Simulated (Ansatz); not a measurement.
Base system: ZrO2 (space group P4_2/nmc, No. 137).

```xyz
6
Lattice="3.6013 0.0000 0.0000 0.0000 3.6013 0.0000 0.0000 0.0000 5.2281" Properties=species:S:1:pos:R:3 pbc="T T T"
Zr     0.0000     0.0000     0.0000
Zr     1.8007     1.8007     2.6140
O      0.0000     1.8007     1.0288
O      0.0000     1.8007     3.6429
O      1.8007     0.0000     1.5852
O      1.8007     0.0000     4.1992
```

Level of theory: r2SCAN (Ansatz, a quantum-chemistry and plane-wave program; PAW; 500 eV plane waves; no spin-orbit coupling).

One change was made to it. Results:

| quantity | base | after |
|---|---|---|
| volume per atom | 11.30 Å³ | 11.17 Å³ |
| electron mass | 2.2 mₑ along c, 0.63 mₑ across (at Γ) | 2.2 mₑ along c, 0.63 mₑ across (at Γ) |
| c/a ratio | 1.452 | 1.448 |
| gap character | indirect, k = (0.222, 0.222, 0) in the run's primitive reciprocal basis → Γ | indirect, k = (0.222, 0.222, 0) in the run's primitive reciprocal basis → Γ |
| band gap | 4.60 eV | 4.61 eV |

Problem. Name the change that was made.
A) pressure 15 GPa
B) pressure −1 GPa
C) pressure 9 GPa
D) pressure 2.1 GPa

Solution. D, pressure 2.1 GPa. For comparison, the volume per atom in the other runs: pressure 15 GPa gives 10.55 Å³; pressure 9 GPa gives 10.82 Å³; pressure −1 GPa gives 11.36 Å³.

Load acts through the strain it causes; cell and atoms are relaxed under it. Masses are band curvatures over ±0.01 Å⁻¹ around the edge. No phonon test of stability was made. Competing high-pressure phases were not computed. This is not the structure that ZrO2 has at room temperature and ambient pressure.
